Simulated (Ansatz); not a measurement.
# CsPbCl3, pressure series

Take CsPbCl3 in the cubic perovskite structure (space group Pm-3m, No. 221; a = 5.619 Å) as the base.

Cell and atoms are relaxed at each pressure.

Computed with PBEsol (Ansatz, a program for electronic structure), no spin-orbit coupling.

Candidates:
(a) pressure −2 GPa
(b) pressure 0.7 GPa
(c) pressure 1.5 GPa

Before the change:

Band gap: 1.83 eV

### Question
Order them by band gap, lowest first.

### Answer
(c) pressure 1.5 GPa (1.58 eV), (b) pressure 0.7 GPa (1.71 eV), (a) pressure −2 GPa (2.22 eV)

Spin-orbit coupling, missing from the scalar runs, can matter with Pb. Load acts through the strain it causes; cell and atoms are relaxed under it. Whether these cells are dynamically stable was not tested. Many cubic perovskites are stable only at high temperature; tilts and polar distortions were not tested. This is not the structure that CsPbCl3 has at room temperature and ambient pressure.
